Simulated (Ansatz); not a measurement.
The starting structures come from a database of crystals and need not be the phases stable at ambient conditions.

 Where the default PAW files enter, the runs use the earlier of Ansatz's two default sets.

Data:

```xyz
4
Lattice="5.7936 0.0000 0.0000 2.8968 6.0567 -0.0206 2.8968 -1.3768 2.5487" Properties=species:S:1:pos:R:3 pbc="T T T"
N      2.8968    -1.1150     2.0641
N      5.7936    -0.2618     0.4846
N      8.1397     2.3399     1.2640
N      3.4476     2.3399     1.2640
```

Space group of this cell: P4_2/mnm. The cell was relaxed by PBE-D3(BJ); by r2SCAN its mean pressure is -1.5 GPa.

Transport runs along the normal of the first two printed cell vectors, the (111) plane of the conventional cell.

No gap correction and no spin-orbit coupling; mid-gap values are interpolated between computed energies.

**Question.** Give the band gap and the smallest decay constant κ at mid-gap that r2SCAN (Ansatz, a program for electronic structure) yields.

**Answer.** Gap 7.65 eV on a 12×12×12 mesh; κ = 0.897 1/Å, at the zone centre.
